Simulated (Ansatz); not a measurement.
```yaml
crystal:
  lattice:
    - [26.50000, 0.00000, 0.00000]
    - [0.00000, 26.50000, 0.00000]
    - [0.00000, 0.00000, 6.68887]
  atoms:
    - { symbol: Si, position: [0.76928, 0.50000, 0.66660] }
    - { symbol: Si, position: [0.77862, 0.57466, 0.83340] }
    - { symbol: Si, position: [0.78845, 0.50000, 0.33340] }
    - { symbol: Si, position: [0.73320, 0.63464, 0.66660] }
    - { symbol: Si, position: [0.70397, 0.70397, 0.83340] }
    - { symbol: Si, position: [0.76010, 0.56969, 0.16660] }
    - { symbol: Si, position: [0.74981, 0.64423, 0.33340] }
    - { symbol: Si, position: [0.63464, 0.73320, 0.66660] }
    - { symbol: Si, position: [0.57466, 0.77862, 0.83340] }
    - { symbol: Si, position: [0.69041, 0.69041, 0.16660] }
    - { symbol: Si, position: [0.64423, 0.74981, 0.33340] }
    - { symbol: Si, position: [0.50000, 0.76928, 0.66660] }
    - { symbol: Si, position: [0.42534, 0.77862, 0.83340] }
    - { symbol: Si, position: [0.56969, 0.76010, 0.16660] }
    - { symbol: Si, position: [0.50000, 0.78845, 0.33340] }
    - { symbol: Si, position: [0.36536, 0.73320, 0.66660] }
    - { symbol: Si, position: [0.29603, 0.70397, 0.83340] }
    - { symbol: Si, position: [0.43031, 0.76010, 0.16660] }
    - { symbol: Si, position: [0.35577, 0.74981, 0.33340] }
    - { symbol: Si, position: [0.26680, 0.63464, 0.66660] }
    - { symbol: Si, position: [0.22138, 0.57466, 0.83340] }
    - { symbol: Si, position: [0.30959, 0.69041, 0.16660] }
    - { symbol: Si, position: [0.25019, 0.64423, 0.33340] }
    - { symbol: Si, position: [0.23072, 0.50000, 0.66660] }
    - { symbol: Si, position: [0.22138, 0.42534, 0.83340] }
    - { symbol: Si, position: [0.23990, 0.56969, 0.16660] }
    - { symbol: Si, position: [0.21155, 0.50000, 0.33340] }
    - { symbol: Si, position: [0.26680, 0.36536, 0.66660] }
    - { symbol: Si, position: [0.29603, 0.29603, 0.83340] }
    - { symbol: Si, position: [0.23990, 0.43031, 0.16660] }
    - { symbol: Si, position: [0.25019, 0.35577, 0.33340] }
    - { symbol: Si, position: [0.36536, 0.26680, 0.66660] }
    - { symbol: Si, position: [0.42534, 0.22138, 0.83340] }
    - { symbol: Si, position: [0.30959, 0.30959, 0.16660] }
    - { symbol: Si, position: [0.35577, 0.25019, 0.33340] }
    - { symbol: Si, position: [0.50000, 0.23072, 0.66660] }
    - { symbol: Si, position: [0.57466, 0.22138, 0.83340] }
    - { symbol: Si, position: [0.43031, 0.23990, 0.16660] }
    - { symbol: Si, position: [0.50000, 0.21155, 0.33340] }
    - { symbol: Si, position: [0.63464, 0.26680, 0.66660] }
    - { symbol: Si, position: [0.70397, 0.29603, 0.83340] }
    - { symbol: Si, position: [0.56969, 0.23990, 0.16660] }
    - { symbol: Si, position: [0.64423, 0.25019, 0.33340] }
    - { symbol: Si, position: [0.73320, 0.36536, 0.66660] }
    - { symbol: Si, position: [0.77862, 0.42534, 0.83340] }
    - { symbol: Si, position: [0.69041, 0.30959, 0.16660] }
    - { symbol: Si, position: [0.74981, 0.35577, 0.33340] }
    - { symbol: Si, position: [0.76010, 0.43031, 0.16660] }
```

Level of theory: PBE (plane waves to 420 eV, PAW; Ansatz, a first-principles code). Mesh 1×1×12. No spin polarisation. It repeats along c; a and b span vacuum. A hypothetical model, rolled from the flat sheet. Only distortions within the start's symmetry and period were free.

**Question.** Tabulate the two highest filled and two lowest empty levels along the axis, from the valence top.

**Answer.** 
```csv
k (2π/c),v2 (eV),v1 (eV),c1 (eV),c2 (eV)
0.000,0.00,0.00,0.20,0.33
0.042,-0.05,-0.05,0.22,0.38
0.083,-0.16,-0.16,0.28,0.48
0.125,-0.29,-0.29,0.38,0.59
0.167,-0.42,-0.42,0.48,0.72
0.208,-0.49,-0.49,0.60,0.75
0.250,-0.55,-0.55,0.71,0.77
0.292,-0.62,-0.62,0.80,0.80
0.333,-0.70,-0.70,0.85,0.85
0.375,-0.78,-0.78,0.90,0.90
0.417,-0.83,-0.83,0.87,0.87
0.458,-0.83,-0.83,0.85,0.85
0.500,-0.83,-0.83,0.84,0.84
```
